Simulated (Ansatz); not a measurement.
Consider Ge in the diamond structure (space group Fd-3m, No. 227).

```xyz
2
Lattice="0.0000 2.8372 2.8372 2.8372 0.0000 2.8372 2.8372 2.8372 0.0000" Properties=species:S:1:pos:R:3 pbc="T T T"
Ge     0.0000     0.0000     0.0000
Ge     1.4186     1.4186     1.4186
```

Cartesian axes are those of the cell as printed.

Computed with Ansatz (a first-principles code), r2SCAN, PAW, cutoff 500 eV, scalar-relativistic without spin-orbit coupling.

Strains are applied to the cell and any free atomic positions relax; under biaxial strain the out-of-plane vector relaxes too.

One change was made to it. Results:

| quantity | base | after |
|---|---|---|
| valence-band top at Γ (three highest levels, from the VBM) | 0.00, 0.00, 0.00 eV | 0.00, 0.00, -0.34 eV |
| band gap | 0.36 eV | 0.33 eV |

Question: Which change produced these results?
(A) biaxial strain −2.50 %, plane normal [111], relaxed out of plane
(B) biaxial strain −0.42 %, plane normal [111], relaxed out of plane
(C) biaxial strain −1.25 %, plane normal [111], relaxed out of plane
(D) biaxial strain −0.83 %, plane normal [111], relaxed out of plane

Answer: A, biaxial strain −2.50 %, plane normal [111], relaxed out of plane. For comparison, the band gap in the other runs: biaxial strain −1.25 %, plane normal [111], relaxed out of plane gives 0.39 eV; biaxial strain −0.42 %, plane normal [111], relaxed out of plane gives 0.41 eV; biaxial strain −0.83 %, plane normal [111], relaxed out of plane gives 0.41 eV.

No phonon test of stability was made.
